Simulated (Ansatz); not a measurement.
Take SnTe in the rock salt structure (space group Fm-3m, No. 225; a = 6.370 Å) as the base. Axes: x, y, z lie along the cube axes.

Method: r2SCAN (Ansatz, a program for electronic structure), without spin-orbit coupling.

It is then changed as follows: an isotropic linear strain of +1.50 %; the atoms relax in the strained cell.

Question: Predict the stress tensor and what it implies for the stiffness.

Answer: Stress of the strained cell less that of the base (GPa, compression positive):
```
  -1.78    0.00    0.00
   0.00   -1.78    0.00
   0.00    0.00   -1.78
```

Then B = −ΔP/(ΔV/V₀) with ΔV/V₀ = 0.0457 gives secant stiffness values (nonlinear terms included at this strain): B ≈ 39 GPa.

As a check, the harmonic strain energy −½ V₀ Δσ:ε is 8.1 meV/atom; the computed energy rise is 8.5 meV/atom.

Stability against distortions was not tested.
